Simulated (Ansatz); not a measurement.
Consider Si in the diamond structure (space group Fd-3m, No. 227; a = 5.444 Å). Axes: x, y, z lie along the cube axes.

All numbers come from Kohn–Sham DFT with the r2SCAN functional, run in Ansatz (a first-principles code) with PAW and 500 eV plane waves, spin-orbit coupling left out.

Perturbation: tensile biaxial strain of 2.50 % in the plane normal to [001], as in epitaxy on a mismatched substrate; the out-of-plane cell vector and the atoms relax.

Question: How does this affect the ratio −ε⊥/ε∥?

Answer: The ratio −ε⊥/ε∥ is 0.74.

Question: What happens to the in-plane stress?

Answer: The mean in-plane stress (compression positive) amounts to -4.3 GPa.

Whether these cells are dynamically stable was not tested.
